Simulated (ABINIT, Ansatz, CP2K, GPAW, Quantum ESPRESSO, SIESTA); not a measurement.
## Be (P6_3/mmc, 4 atoms in the cell) computed with different codes at matched settings

Self-consistent single point.

```
CELL_PARAMETERS angstrom
      2.32154     0.00000     0.00000
     -1.16077     2.01052     0.00000
      0.00000     0.00000     7.46958
ATOMIC_POSITIONS crystal
  Be 0.00000 0.00000 0.00000
  Be 0.00000 0.00000 0.50000
  Be 0.33333 0.66667 0.25000
  Be 0.66667 0.33333 0.75000
```

Shared settings, as Ansatz (a program for electronic structure) writes them: kpoints.mp_grid.grid = 16 16 5; scf.occupations.method = gaussian; scf.occupations.width = 0.02 Ry. Potentials and cutoffs stand in the table.

| code | model | pressure (GPa) | cutoff |
|---|---|---|---|
| GPAW | PBEsol, GPAW PAW datasets PBEsol (made by gpaw-setup) | -11.21 | 850 eV |
| CP2K | PBEsol, GPW, DZVP-MOLOPT-SR-GTH basis, GTH-PBE potentials (GTH_POTENTIALS) | -11.57 | grid 600 Ry |
| Ansatz | PBEsol, PAW files made with PBE | -11.23 | default |
| SIESTA | GGA PBEsol, numerical atomic orbitals DZP, PseudoDojo PBEsol standard norm-conserving potentials (rewritten from UPF to PSML) | -12.42 | grid 400 Ry |
| ABINIT | PBEsol, norm-conserving pseudopotentials (PseudoDojo nc-sr-04 PBEsol standard) | -10.74 | 44 Ha |
| Quantum ESPRESSO | PBEsol, GBRV 1.5 ultrasoft (PBESOL) pseudopotentials | -11.38 | 40 Ry |

The spread over the programs that give each value: pressure within 1.68 GPa.

CP2K and SIESTA use small atom-centred bases, whose incompleteness enters pressures, forces and empty levels differently from a plane-wave cutoff. Ansatz's pressure is given at a fixed set of plane waves, as the other plane-wave codes print theirs. In the pressure, SIESTA (by 1.20) lies more than 1 GPa from the median of the plane-wave programs.

The starting cell was generated: these elements placed on a structure prototype, without a prior relaxation; it need not be a known phase or ordering of this composition. Its lattice was rescaled by a random factor within 2.5 % of one.

Left out of this page: Elk and FLEUR (not drawn, or without a comparable value).

Keys are those of Ansatz 0.2.
